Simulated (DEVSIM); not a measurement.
Structure: GaAs n-i-p diode, at 300 K.

Layer 1 from the left is GaAs, thickness (μm) 0.920, Nd (cm⁻³) 1.4e17, τn (s) 1.6e-8, τp (s) 1.6e-8. Layer 2 from the left is GaAs, thickness (μm) 2.70, Na (cm⁻³) 3.5e11, τn (s) 1.6e-8, τp (s) 1.6e-8. Layer 3 from the left is GaAs, thickness (μm) 0.400, Na (cm⁻³) 4.5e17, τn (s) 1.6e-8, τp (s) 1.6e-8.

Left contact: ohmic. Right contact: ohmic. Voltage is applied to the left contact. Recombination: SRH at mid-gap, Auger. Mobility is μmin + (μ − μmin)/(1 + (N/Nref)^α).

Constants are typed, rounded textbook-type inputs, not results; the design itself was drawn at random and stands for no fabricated device. Values at 300 K.

GaAs: gap (eV) 1.424, affinity (eV) 4.07, permittivity 12.9, Nc (cm⁻³) 4.7e17, Nv (cm⁻³) 9e18, μn (cm²/Vs) 8500, μp (cm²/Vs) 400, μn,min 500, μp,min 20, Nref,n 6e16, Nref,p 1.5e17, αn 0.39, αp 0.38, Cn (cm⁶/s) 1e-30, Cp (cm⁶/s) 1e-30.

Model (solved in DEVSIM): 1D drift-diffusion, Boltzmann statistics, complete ionisation; no tunnelling, impact ionisation, image-force lowering or self-heating.

Q: What does the simulation give for the potential step across the device at zero bias, the dark forward voltage at 100 A/cm², the dark forward voltage at 1 A/cm²?

A: potential step across the device at zero bias 1.315 V; dark forward voltage at 100 A/cm² 1.154 V; dark forward voltage at 1 A/cm² 1.004 V.
